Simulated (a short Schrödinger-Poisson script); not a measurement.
Structure: MOS inversion layer, Al2O3 on p-type Si(100), at 300 K.

From the gate side: 1.7 nm Al2O3; 740 nm Si, acceptors 3.4e17 cm⁻³.

Constants are typed, rounded textbook-type inputs, not results; the design itself was drawn at random and stands for no fabricated device. Al2O3: permittivity 9, conduction-band edge (eV) 2.7, gap (eV) 6.8, electron mass (mₑ) 0.3. Si: permittivity 11.7, conduction-band edge (eV) 0, gap (eV) 1.124, Nv at 300 K (cm⁻³) 3.1e19.

Channel valleys (confinement mass, in-plane density-of-states mass, number): Δ2 0.916, 0.19, 2; Δ4 0.19, 0.417, 4. At the gate the conduction-band edge of layer 1 lies 3.07 eV − eVg above the Fermi level of the channel; the field vanishes at the back. Gaps are held at their typed values at every temperature. Mesh 0.03 nm at interfaces.

Solved with a short Schrödinger-Poisson script written for these runs: 1D Poisson equation in equilibrium, electrons quantum, Hartree (BenDaniel-Duke, 12 states a valley, the channel's in-plane mass for all, wave functions free to enter the dielectric), parabolic valleys, classical holes, full ionisation, no traps, pinning or gate leakage.

```tsv
Vg (V)	electrons (cm⁻²)	C (μF/cm²)	Δ2 E0 (meV from the Fermi level)	Δ4 E0 (meV from the Fermi level)
0.3	2.30e9	0.188	210.9	255.2
0.35	1.35e10	0.242	164.7	209.8
0.4	7.18e10	0.507	120.8	166.9
0.45	2.83e11	1.14	84.4	132.1
0.5	7.16e11	1.76	58.8	108.8
0.55	1.32e12	2.17	41.0	93.7
0.6	2.03e12	2.42	27.7	83.3
0.65	2.81e12	2.60	17.0	75.5
0.7	3.64e12	2.73	8.0	69.3
0.75	4.50e12	2.83	0.0	64.1
0.8	5.40e12	2.91	-7.1	59.7
0.85	6.31e12	2.97	-13.7	55.8
0.9	7.25e12	3.03	-19.8	52.2
0.95	8.20e12	3.08	-25.6	49.0
1	9.17e12	3.12	-31.1	46.0
1.05	1.01e13	3.16	-36.4	43.2
1.1	1.11e13	3.19	-41.5	40.5
1.15	1.21e13	3.22	-46.4	37.9
```

Gate voltages with under 1e9 electrons/cm² are left out.

Problem. At Vg = 1.15 V the lowest Δ2 subband lies at -46.4 meV from the Fermi level. How many electrons does it hold, and what share of all?

Solution. The two-dimensional density of states is g m/(πħ²) = 1.59e11 cm⁻² meV⁻¹ (both spins), kT = 25.9 meV, so n = D kT ln(1 + exp(−E/kT)) = 8.00e12 cm⁻², 0.66 of the 1.21e13 cm⁻² in all.

Problem. Compare the slope of the sheet density between 1.05 and 1.15 V with the geometric capacitance of the layers between gate and channel.

Solution. q Δn/ΔV = 3.20 μF/cm²; ε0/Σ(t/ε) = 4.69 μF/cm². The ratio is 0.68: the channel acts as a further capacitance in series.
